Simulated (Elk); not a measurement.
Band structure of GdS (Fm-3m, 2 atoms in the cell).

```
GdS
1.0
    0.00000     2.79560     2.79560
    2.79560     0.00000     2.79560
    2.79560     2.79560     0.00000
Gd S
1 1
Direct
  0.00000   0.00000   0.00000
  0.50000   0.50000   0.50000
```
Moments meant for the start (each program seeds them in its own way; μB, in the order of the atoms Gd S): 7.0 0.0.

Method of the run: Elk with PBEsol, all-electron FP-LAPW, Elk's shipped species files, APW+lo basis with extra local orbitals.

Settings: xctype = 22; spinpol = true; rgkmax = 7.5; stype = 3; swidth = 0.00499791 Ha; ngridk = 10 10 10; reducebf = 0.5; gmaxvr = 14 1/bohr; nxlo = 2; lorbcnd = true; rmtscf = 0.99; lmaxi = 2; bfcmt = [[0.0, 0.0, -1.75], [0.0, 0.0, 0.0]].

The starting cell comes from a database of computed structures (which also holds hypothetical and non-ambient phases and stackings), without a prior relaxation at this level. Spin-orbit coupling is off. With one magnetic atom in the cell only a parallel order is possible. With U or open f shells several self-consistent states can exist. The f electrons are in the valence without U or exact exchange, which can misplace them near the Fermi level. Spin-orbit terms, which matter for f shells, are left out. Values depend on the basis (sphere radii, cutoffs, local orbitals), which need not be converged.

Levels in eV from the Fermi level, bands 12 to 19 of the first spin channel:
```csv
point,12,13,14,15,16,17,18,19
Γ,-4.19,-2.43,-2.43,-2.43,0.07,0.07,0.07,0.98
X,-4.23,-4.19,-3.08,-3.08,-2.07,2.30,3.32,4.31
W,-4.19,-4.12,-4.12,-4.01,1.19,1.19,3.14,3.80
K,-4.22,-4.18,-4.11,-3.75,-0.24,3.33,3.56,3.79
L,-4.22,-4.21,-4.19,-4.18,2.64,2.97,3.15,3.15
U,-4.22,-4.18,-4.11,-3.74,-0.24,3.33,3.56,3.79
```

Bands cross the Fermi level along this path, so the cell is metallic at this level.

The net moment of the cell came out as 6.72 μB.
